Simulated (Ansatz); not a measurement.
Abridged Ansatz (a quantum-chemistry and plane-wave program) output:

```
Relaxation: its limit of steps is 60 (relax.max_steps)
Pseudopotential: Ce, paw, valence charge 12
Crystal: 1 atoms, lattice volume = 25.992 Å³
Basis set: ecut = 500 eV, 645 PW (Γ), exchange–correlation on 100×100×100 points (64 copies of the dense FFT grid, shifted against one another)
Bands: 16, of which v1, the nominal top of the filled ones, is band 6 counted from 1 (5 counted from 0)
Symmetry: 48 space group operations
k-points: 165 of 4913
Functional: x = r2scan, c = r2scan; τ floored in thin density (d = 2e-4 eV/Å³)
SCF iter   1: F=—  HF=-6590.586746 eV  |F-HF|=—  |Δ(HF+E_count)|=         —  Δρ=6.01e-2  dr2=1.00e0  dr2_τ=1.25e-2  ethr=3.10e-3  ⟨swp⟩=5.7  Hψ=12332  notcnv=0  defer=1
SCF iter   2: F=—  HF=-6589.922831 eV  |F-HF|=—  |Δ(HF+E_count)|=   6.64e-1  Δρ=2.76e-2  dr2=2.11e-1  dr2_τ=6.69e-3  ethr=3.10e-3  ⟨swp⟩=4.0  Hψ=7436  notcnv=0  defer=250
SCF 1 converged in 11 iterations: F = -6589.843898 eV  dr2 = 1.72e-9
Crystal: 1 atoms, lattice volume = 25.992 Å³
SCF iter   1: F=—  HF=-6589.843898 eV  |F-HF|=—  |Δ(HF+E_count)|=         —  Δρ=3.08e-6  dr2=1.90e-9  dr2_τ=3.36e-12  ethr=1.63e-9  ⟨swp⟩=4.3  Hψ=21034  notcnv=0
SCF iter   2: F=-6589.843898 eV  HF=-6589.843898 eV  |F-HF|=7.60e-9  |Δ(HF+E_count)|=  4.76e-10  Δρ=5.36e-6  dr2=7.70e-9  dr2_τ=4.14e-11  ethr=1.58e-11  ⟨swp⟩=4.0  Hψ=6021  notcnv=0
SCF 2 converged in 2 iterations: F = -6589.843898 eV  dr2 = 7.70e-9
relax step   1: F+E_penalty+E_count = -6589.84389773 eV  Δ(F+E_penalty+E_count) = +0.000e0 eV  max|allowed force component| = 0.000e0 eV/Å  Δτ_max = 0.0000 Å  P = -0.993 GPa  Ω = 25.992 Å³  (2 SCF iters, dr2 threshold 1.00e-7 eV, accepted)
[... steps on the carried basis left out ...]
relax step   4: F+E_penalty+E_count = -6589.83708101 eV  Δ(F+E_penalty+E_count) = -2.066e-4 eV  max|allowed force component| = 0.000e0 eV/Å  Δτ_max = 0.0000 Å  P = -1.986 GPa  Ω = 26.719 Å³  stress off target by 1.41e-2 GPa  SCF on the basis re-selected at this cell (its energy is not comparable with the rows above)  (6 SCF iters)
SCF converged after 6 iterations
Free energy (F): -6589.837081 eV
Internal energy: -6589.820549 eV  (E = F + TS)
E sigma→0 (E₀):  -6589.828815 eV
Entropy (-TS):   -0.016532 eV (-16.532 meV/atom)
Fermi energy:    15.835546 eV
--- Forces (eV/Å), atoms counted from 1 ---
  atom   1  Ce     0.00000000     0.00000000    -0.00000000
--- Stress (GPa, compression-positive) ---
       -1.985881      -0.000000      -0.000000
       -0.000000      -1.985881      -0.000000
       -0.000000      -0.000000      -1.985881
  P = ⅓ Tr σ = -1.9859 GPa (-19.859 kbar)
--- Relaxed structure (3 steps of the walk, 3 accepted, 1 SCFs on fresh bases) ---
  cell:  # Å, volume = 26.7190 Å³
    - [-6.0125389988167966e-33, 2.3728113095383967, 2.3728113095383967]
    - [2.3728113095383967, -3.464852982369001e-33, 2.3728113095383967]
    - [2.3728113095383967, 2.3728113095383967, -2.0891025334871923e-33]
  atoms:
    - { symbol: Ce, position: [0.0, 0.0, 0.0] }
```

**Question.** What was computed, and what are the main results?

**Answer.** Ce, 1 atom in the cell, with r2SCAN, PAW, 500 eV (Ansatz; no SOC), earlier PAW set, from a series relaxed to a target (pressure −2 GPa). The last SCF converged to F = -6589.837081 eV, or -6589.8371 eV per atom, at a pressure of -1.99 GPa. The total energy compares only with runs of the same code, potentials and settings.

The 4f electrons are in the valence with no U and their state was not checked, so volumes and moments can be off. Load acts through the strain it causes; cell and atoms are relaxed under it. Stability against distortions was not tested. All final runs are without spin polarisation. The cell was made from Ce in the fcc (Cu type) structure (space group Fm-3m, No. 225) by this change: pressure −2 GPa.

Keys are those of Ansatz 0.2.
